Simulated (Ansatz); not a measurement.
## Carrier properties of GaN under load (space group P6_3mc)

Data:

```
GaN
1.0
    3.17734     0.00000     0.00000
   -1.58867     2.75165     0.00000
    0.00000     0.00000     5.23043
Ga N
2 2
Direct
  0.66667   0.33333   0.50001
  0.33333   0.66667   0.00001
  0.66667   0.33333   0.87499
  0.33333   0.66667   0.37499
```

Method: PBEsol, rigid bands (plane waves, PAW, scalar-relativistic; Ansatz, a program for electronic structure). Condition of this run: uniaxial stress zz = -3 GPa (compression positive) (the target of the relaxation). Cell: cell and atoms relaxed with PBEsol, then loaded as said.

| Quantity | Value |
|---|---|
| band gap | 1.80 eV |
| electron conductivity mass (300 K, dilute) | 0.183 (x), 0.183 (y), 0.161 (z) mₑ |
| hole conductivity mass (300 K, dilute) | 1.22 (x), 1.22 (y), 1.99 (z) mₑ |
| effective density of states N_c (300 K) | 1.7e18 cm⁻³ |
| effective density of states N_v (300 K) | 8.7e19 cm⁻³ |
| density-of-states mass, electrons | 0.165 mₑ |
| density-of-states mass, holes | 2.3 mₑ |
| Seebeck coefficient, n-type 1e19 cm⁻³, 300 K | -103 μV/K |
| best n-type power factor at 300 K for τ = 10 fs (best axis; densities from 1e16 to 1e21 cm⁻³ tried, whether or not they can be reached) | 1.74 μW/(cm·K²) at 1e19 cm⁻³ |
| Seebeck coefficient, p-type 1e19 cm⁻³, 300 K | 401 μV/K |

Rigid bands; masses and Seebeck coefficients take one relaxation time τ for all states and one kind of carrier; polarons and phonon drag are left out. Spin-orbit coupling is left out; where it splits the top of the valence band, N_v and the p-type Seebeck coefficient come out somewhat high without it.
